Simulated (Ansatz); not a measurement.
One-dimensional KBr body, 16 atoms a period

Levels: PBE (plane waves to 420 eV, PAW; Ansatz, a program for electronic structure); Ansatz with PBE with spin-orbit coupling; r2SCAN (plane waves to 500 eV, PAW; Ansatz); HSE06 in Ansatz. Unmarked values and the geometry are of the first. Mesh 1×1×6. No spin polarisation. Periodic along z alone, with about 11 Å of vacuum beside it. A hypothetical model. Only distortions within the start's symmetry and period were free. Values not marked SOC lack spin–orbit coupling. HSE06 ran on a 1×1×3 mesh and at PBE's edge points. Buckling under compression is shut out by symmetry and the short period.

```
Quantity                                                                 Result
---------------------------------------------------------  --------------------
period along the axis (16 atoms)                                        6.452 Å
largest distance between nuclei across the axis                          8.55 Å
PBE gap                                                    4.34 eV, direct at Γ
electron mass along the axis (PBE)                                      0.60 mₑ
hole mass along the axis (PBE)                                           2.5 mₑ
valence and conduction edges under the vacuum level (PBE)      5.97 and 1.64 eV
PBE+SOC gap at this geometry                                            4.22 eV
r2SCAN gap at this geometry                                             5.08 eV
HSE06 gap at this geometry                                              5.39 eV
axial stiffness dF/dε                                                     44 nN
```

```
CELL_PARAMETERS angstrom
     19.00000     0.00000     0.00000
      0.00000    19.00000     0.00000
      0.00000     0.00000     6.45153
ATOMIC_POSITIONS crystal
  K  0.71916 0.50000 0.00000
  Br 0.65905 0.65905 0.00000
  K  0.50000 0.71916 0.00000
  Br 0.34095 0.65905 0.00000
  K  0.28084 0.50000 0.00000
  Br 0.34095 0.34095 0.00000
  K  0.50000 0.28084 0.00000
  Br 0.65905 0.34095 0.00000
  Br 0.72491 0.50000 0.50000
  K  0.65499 0.65499 0.50000
  Br 0.50000 0.72491 0.50000
  K  0.34501 0.65499 0.50000
  Br 0.27509 0.50000 0.50000
  K  0.34501 0.34501 0.50000
  Br 0.50000 0.27509 0.50000
  K  0.65499 0.34501 0.50000
```
